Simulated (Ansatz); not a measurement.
The starting structures come from a database of crystals and need not be the phases stable at ambient conditions.

 Where the default PAW files enter, the runs use the earlier of Ansatz's two default sets.

**Evanescent states of CaSnF6 (R-3, not sure to be the ambient phase, 8 atoms a cell, 17.8 Å³ an atom) along the normal of (001)**

Calculation: r2SCAN (plane waves, PAW; Ansatz, an electronic-structure program).

No gap correction and no spin-orbit coupling; mid-gap values are interpolated between computed energies.

Energies count from the valence-band top; κ is the least over a 6×6 mesh across the current.

```
E (eV)     κ (1/Å)  where
------  ----------  -----
0.15         0.397  off Γ
0.45         0.477      Γ
0.75         0.516      Γ
1.05         0.545      Γ
1.35         0.565      Γ
1.65    (withheld)      Γ
1.95    (withheld)      Γ
2.25    (withheld)      Γ
2.55    (withheld)      Γ
2.85    (withheld)      Γ
3.15    (withheld)      Γ
3.45    (withheld)      Γ
3.75    (withheld)      Γ
4.05    (withheld)      Γ
4.35    (withheld)      Γ
4.65    (withheld)      Γ
4.95    (withheld)      Γ
5.25         0.450      Γ
5.55         0.409      Γ
5.85         0.357      Γ
6.15         0.289      Γ
6.45         0.183      Γ
```

### Question
Some entries are withheld; supply them.

### Answer

- 1.65, κ (1/Å): 0.580
- 1.95, κ (1/Å): 0.589
- 2.25, κ (1/Å): 0.595
- 2.55, κ (1/Å): 0.596
- 2.85, κ (1/Å): 0.594
- 3.15, κ (1/Å): 0.589
- 3.45, κ (1/Å): 0.581
- 3.75, κ (1/Å): 0.569
- 4.05, κ (1/Å): 0.554
- 4.35, κ (1/Å): 0.535
- 4.65, κ (1/Å): 0.512
- 4.95, κ (1/Å): 0.484
